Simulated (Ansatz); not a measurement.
**MgO, pressure series**

Take MgO in the rock salt structure (space group Fm-3m, No. 225; a = 4.254 Å) as the base.

Cell and atoms are relaxed at each pressure.

Computed with PBE (Ansatz, a quantum-chemistry and plane-wave program), no SOC.

Candidates:
(a) pressure 0.7 GPa
(b) pressure 1.5 GPa
(c) pressure −1 GPa

For the base:

| Item | Value |
|---|---|
| Band gap | 4.46 eV |

### Question
Order them by band gap, highest first.

### Answer
(b) pressure 1.5 GPa (4.55 eV), (a) pressure 0.7 GPa (4.50 eV), (c) pressure −1 GPa (4.40 eV)

Load acts through the strain it causes; cell and atoms are relaxed under it. Stability against distortions was not tested. The base started in Pnma and relaxed to Fm-3m at this level.
